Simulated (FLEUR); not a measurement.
FLEUR run on PbS2 (I4/mcm, 6 atoms in the cell): self-consistent single point.

Method: FLEUR with LDA (Perdew-Zunger), all-electron FLAPW (FLEUR), scalar-relativistic valence.

The change in words: lattice scaled by 0.98. Reference geometry:
```yaml
crystal:
  lattice:
    - [-3.06881, 3.06881, 3.76905]
    - [3.06881, -3.06881, 3.76905]
    - [3.06881, 3.06881, -3.76905]
  atoms:
    - { symbol: Pb, position: [0.75000, 0.75000, 0.00000] }
    - { symbol: Pb, position: [0.25000, 0.25000, 0.00000] }
    - { symbol: S, position: [0.11903, 0.61903, 0.73806] }
    - { symbol: S, position: [0.88097, 0.38097, 0.26194] }
    - { symbol: S, position: [0.61903, 0.88097, 0.50000] }
    - { symbol: S, position: [0.38097, 0.11903, 0.50000] }
```

Reference input (self-consistent single point, DFT, LDA (Perdew-Zunger), all-electron FLAPW (FLEUR), scalar-relativistic valence): Kmax = 4.5 1/bohr; GmaxXC = 15.8 1/bohr; xcFunctional = pz; jspins = 1; l_soc = F; mode = hist; fermiSmearingEnergy = 0.00183747 Htr; mesh (inpgen div1-3) = 6 6 6; inpgen gamma flag = true; Gmax = 15.8 1/bohr; numbands = 0; maxIterBroyd = 15. This run's input differs from it in these lines:

```diff
@@ -3,5 +3,5 @@
 &input film=f /
--3.0688150000 3.0688150000 3.7690470000
-3.0688150000 -3.0688150000 3.7690470000
-3.0688150000 3.0688150000 -3.7690470000
+-3.0074390000 3.0074390000 3.6936660000
+3.0074390000 -3.0074390000 3.6936660000
+3.0074390000 3.0074390000 -3.6936660000
 1.8897261246
@@ -48,5 +48,5 @@
          <bravaisMatrix>
-            <row-1>   -5.7992198770643482     5.7992198770643482     7.1224665807452556</row-1>
-            <row-2>    5.7992198770643482    -5.7992198770643482     7.1224665807452556</row-2>
-            <row-3>    5.7992198770643482     5.7992198770643482    -7.1224665807452556</row-3>
+            <row-1>   -5.6832360464408991     5.6832360464408991     6.9800171357467828</row-1>
+            <row-2>    5.6832360464408991    -5.6832360464408991     6.9800171357467828</row-2>
+            <row-3>    5.6832360464408991     5.6832360464408991    -6.9800171357467828</row-3>
          </bravaisMatrix>
```

Output (repeated stretches shortened):

```
 Iteration:     1   Distance:       7.85782996 me/bohr^3
 Iteration:     2   Distance:       7.14213312 me/bohr^3
 Iteration:     3   Distance:       3.30362971 me/bohr^3
 Iteration:     4   Distance:       1.84409004 me/bohr^3
 Iteration:     5   Distance:       0.64157764 me/bohr^3
   [... 6 lines left out ...]
 Iteration:    12   Distance:       0.00024648 me/bohr^3
 Iteration:    13   Distance:       0.00011406 me/bohr^3
 Iteration:    14   Distance:       0.00001657 me/bohr^3
 Iteration:    15   Distance:       0.00000237 me/bohr^3
 Reset of history
 Run finished successfully
 Stop message:
   Structural relaxation: new displacements generated

[file out, last iteration]
             iter=     16
[...]
          total density-effective poten   -7.7048508669E+04
          total charge density-energy d   -8.5566865929E+02
 Updated energy parameters for spin:           1
[...]
 fermi energy and band-weighting factors:

[...]
FERMIE:
          first approx. to ef    (T=0)  :   0.297856 htr   (energy of the highest occ. eigenvalue)
          number of occ. states  (T=0)  :        780
          first approx. to seigv (T=0)  :  -5.318565 htr
          sum of weights of occ. states :  26.013889
          sum of semicore charge        :   0.000000 e
FERHIS:  Fermi-Energy by histogram:
          bandgap                     :   0.002874 htr
   [... lines left out ...]
          charge neutrality (T=0)     :   0.027778    (zero if the highest occ. eigenvalue is "entirely" occupied)
     EF_NEWTON:  Adjust Fermi-Energy by Newton-Method.
 Direct bandgap for spin            1 :    2.0328984762240987E-002  Htr
 ---->    free energy=                    -43426.9192249896 htr
   [... lines left out ...]
      extrapolation for T->0
 ---->    total electron energy=          -43426.9192019008 htr
 ***** TOTAL FORCES ON ATOMS *****
 TOTAL FORCE FOR ATOM TYPE=  1  X=  0.000   Y=  0.000   Z= -3.490
                       FX_TOT= 0.000000 FY_TOT= 0.000000 FZ_TOT= 0.000000
 TOTAL FORCE FOR ATOM TYPE=  2  X= -4.330   Y=  1.353   Z=  0.000
                       FX_TOT= 0.010064 FY_TOT= 0.010064 FZ_TOT= 0.000000
```

The run converged in 15 iterations. FLEUR gives forces in its relaxation mode, with a further iteration, so its stop message speaks of a relaxation. Against the reference run the free energy goes down by 10.4 meV/atom and the largest force goes from 0.258 to 0.732 eV/Å.

The starting cell comes from a database of computed structures (which also holds hypothetical and non-ambient phases and stackings), without a prior relaxation at this level. Its lattice was rescaled by a random factor within 2.5 % of one. For this run, on top of that: lattice scaled by 0.98. Spin-orbit coupling is off. Values depend on the basis (sphere radii, cutoffs, local orbitals), which need not be converged. No gap is read from this output. The log's line on a gap gives a spacing of levels on this mesh, which the program prints for metals too.

Cost on one core of a shared machine: roughly 8 min.
